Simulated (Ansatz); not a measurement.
Consider CsPbBr3 in the cubic perovskite structure (space group Pm-3m, No. 221).

```
CELL_PARAMETERS angstrom
      6.00278     0.00000     0.00000
      0.00000     6.00278     0.00000
      0.00000     0.00000     6.00278
ATOMIC_POSITIONS crystal
  Cs 0.00000 0.00000 0.00000
  Pb 0.50000 0.50000 0.50000
  Br 0.50000 0.00000 0.50000
  Br 0.00000 0.50000 0.50000
  Br 0.50000 0.50000 0.00000
```

Calculations: PBE in Ansatz (plane waves to 420 eV, PAW, without spin-orbit coupling).

Base values:

- Width of the top valence band = 1.66 eV
- Hole mass = 0.18 mₑ (at R)
- Electron mass = 0.091, 0.84, 0.84 mₑ (at R)
- Volume per atom = 43.26 Å³

Now apply this change: cell and atoms relaxed at a pressure of 7.5 GPa.

**Question.** What does the calculation give for the width of the top valence band, hole mass, electron mass and volume per atom after the change?

**Answer.** The width of the top valence band rises by 1.71 eV, from 1.66 eV to 3.37 eV; the hole mass goes from 0.18 mₑ (at R) to 0.057 mₑ (at R); the electron mass (degenerate bands, along [100]) goes from 0.091, 0.84, 0.84 mₑ (at R) to 0.044, 0.61, 0.61 mₑ (at R); the volume per atom shrinks by 9.02 Å³ to 34.24 Å³.

With Pb present, leaving out spin-orbit coupling can change the band edges. The levels and masses belong to the bands next to the band gap. Load acts through the strain it causes; cell and atoms are relaxed under it. Effective masses come from finite differences of ±0.01 Å⁻¹. Whether these cells are dynamically stable was not tested. No other phases were tried under pressure. Many cubic perovskites are stable only at high temperature; tilts and polar distortions were not tested. This is not the structure that CsPbBr3 has at room temperature and ambient pressure.

Ansatz is a program for electronic structure.
